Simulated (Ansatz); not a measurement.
Candidates (primitive cells; geometry: relaxed with this functional, without spin-orbit coupling):
A. LaAs (Fm-3m), a = b = c = 4.3209 Å, α = β = γ = 60.00°
B. LaSb (Fm-3m), a = 4.563 Å, b = 4.563 Å, c = 4.563 Å, α = 60.00°, β = 60.00°, γ = 60.00°
C. TiC (Fm-3m), a = b = c = 3.0358 Å, α = β = γ = 60.00°
D. YAs (Fm-3m), a = b = c = 4.0649 Å, α = β = γ = 60.00°
E. SnAs (Fm-3m), a = b = c = 4.040 Å, α = β = γ = 60.00°

Put the candidates in order of resistivity at 300 K, highest first, for PBEsol, DFPT electron-phonon coupling, linearised Boltzmann equation run with Ansatz (an electronic-structure program).

A (68 μΩ·cm), B (41 μΩ·cm), D (21 μΩ·cm), C (12.5 μΩ·cm), E (7.8 μΩ·cm)

Metals; harmonic phonons alone scatter; means over directions. Halving the electron mesh moves these values by up to 11 %; q meshes are mostly untested. Some of the runs warned that the eigensolver left states short of its tolerance. Spin-orbit coupling is left out.

Formula and space group known from diffraction (Crystallography Open Database), not checked to be the room-temperature form: LaAs (Fm-3m), LaSb (Fm-3m), SnAs (Fm-3m), YAs (Fm-3m).
